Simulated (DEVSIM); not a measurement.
System: Co/SiO2/p-Ge capacitor, at 300 K.

Layer 1 from the left is SiO2, thickness (nm) 54.0. Layer 2 from the left is Ge, thickness (nm) 830, Na (cm⁻³) 5.1e17.

Metal gate on the left, work function 5 eV. Fixed charge at the semiconductor interface -5.7e11 cm⁻² (in units of +e); no interface traps.

Constants are typed, rounded textbook-type inputs, not results; the design itself was drawn at random and stands for no fabricated device. Values at 300 K.

SiO2: gap (eV) 9, affinity (eV) 0.9, permittivity 3.9. Ge: gap (eV) 0.664, affinity (eV) 4, permittivity 16, Nc (cm⁻³) 1.04e19, Nv (cm⁻³) 6e18.

DEVSIM, 1D Poisson equation in equilibrium, Boltzmann statistics, complete ionisation; no quantum confinement or tunnelling. Metal contacts follow the ideal Schottky-Mott rule: no Fermi-level pinning, no interface dipoles.

Question: What does the simulation give for the minimum of the low-frequency capacitance, the flat-band voltage?

Answer: minimum of the low-frequency capacitance 0.0549 μF/cm²; flat-band voltage 1.83 V.
